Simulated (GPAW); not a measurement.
Band structure of NbRu3 (P6_3/mmc, 8 atoms in the cell).

```
NbRu3
1.0
    5.56044     0.00000     0.00000
   -2.78022     4.81548     0.00000
    0.00000     0.00000     4.38106
Nb Ru
2 6
Direct
  0.33333   0.66667   0.75000
  0.66667   0.33333   0.25000
  0.16473   0.32945   0.25000
  0.83527   0.67055   0.75000
  0.83527   0.16473   0.75000
  0.16473   0.83527   0.25000
  0.67055   0.83527   0.25000
  0.32945   0.16473   0.75000
```

Method: PBEsol, GPAW PAW datasets PBEsol (made by gpaw-setup) (plane waves; GPAW).

Settings: mode = pw; ecut = 600 eV; xc = PBEsol; kpts = 4 4 5; mesh shift (steps) = 0 0 0; occupations.name = fermi-dirac; occupations.width = 0.1 eV; nbands = -16; convergence.forces = 0.001 eV/Å; symmetry.symmorphic = false; symmetry.tolerance = 0.0005; maxiter = 150; bandpath_npoints = 40.

The starting cell comes from a database of computed structures (which also holds hypothetical and non-ambient phases and stackings), without a prior relaxation at this level. Spin polarisation is off.

Levels in eV from the Fermi level, bands 59 to 65:
```
point     59     60     61     62     63     64    65
-----  -----  -----  -----  -----  -----  -----  ----
Γ      -0.57  -0.57  -0.57   0.13   1.54   1.79  1.92
M      -0.83  -0.52  -0.23  -0.08  -0.04   0.22  1.01
K      -0.46  -0.22  -0.16  -0.16   0.17   0.38  0.38
A       0.82   0.82   0.82   0.82   1.76   1.76  1.86
L      -0.97  -0.97  -0.26  -0.26  -0.04  -0.04  1.15
H      -0.54  -0.54  -0.39  -0.39  -0.08  -0.08  1.33
```

Bands cross the Fermi level along this path, so the cell is metallic at this level.
